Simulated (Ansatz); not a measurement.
Base system: InAs in the zinc blende structure (space group F-43m, No. 216).

```yaml
crystal:
  lattice:
    - [0.00000, 3.05419, 3.05419]
    - [3.05419, 0.00000, 3.05419]
    - [3.05419, 3.05419, 0.00000]
  atoms:
    - { symbol: As, position: [0.75000, 0.75000, 0.75000] }
    - { symbol: In, position: [0.00000, 0.00000, 0.00000] }
```

The values are results of r2SCAN in Ansatz (plane waves to 500 eV, PAW, spin-orbit coupling left out), earlier PAW set, not measurements.

For the base:

The lattice parameter a is 11.543 bohr. The band gap is 0.08 eV.

Perturbation: every As is replaced by Pt, then cell and atoms are relaxed.

Question: How does this affect the lattice parameter a and band gap?

Answer: The lattice parameter a falls by 0.1536 bohr (11.543 bohr → 11.390 bohr); the band gap goes from 0.08 eV to zero.

Whether these cells are dynamically stable was not tested. As relaxed here, InPt is a hypothetical phase, not in the database extracts checked. All final runs are without spin polarisation. The zero or small gap of InAs can change with the level of theory.

Ansatz is a first-principles code.
